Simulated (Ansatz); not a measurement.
Data:

```xyz
4
Lattice="3.0735 0.0000 0.0000 0.0000 5.0453 0.0000 1.5368 0.0000 2.6617" Properties=species:S:1:pos:R:3 pbc="T T T"
Si     1.5368     2.5246     0.8872
Si     3.0735     0.0020     1.7745
C      1.5368     0.6286     0.8872
C      3.0735     3.1513     1.7745
```

The cell is taken as given; by LDA it stands under a pressure of -3.8 GPa.

Transport runs along the normal of the first two printed cell vectors, the (100) plane of the conventional cell.

The gap is the functional's own. No spin-orbit coupling. Mid-gap values are those at the computed energy nearest the middle.

Question: State the band gap and the smallest decay constant κ at mid-gap according to LDA (Ansatz, a quantum-chemistry and plane-wave program).

Answer: Gap 2.16 eV on a 12×6×12 mesh; κ = 0.242 1/Å, at (0.500, 0.000) of the in-plane reciprocal vectors. At the zone centre the slowest state has κ = 0.27 1/Å.
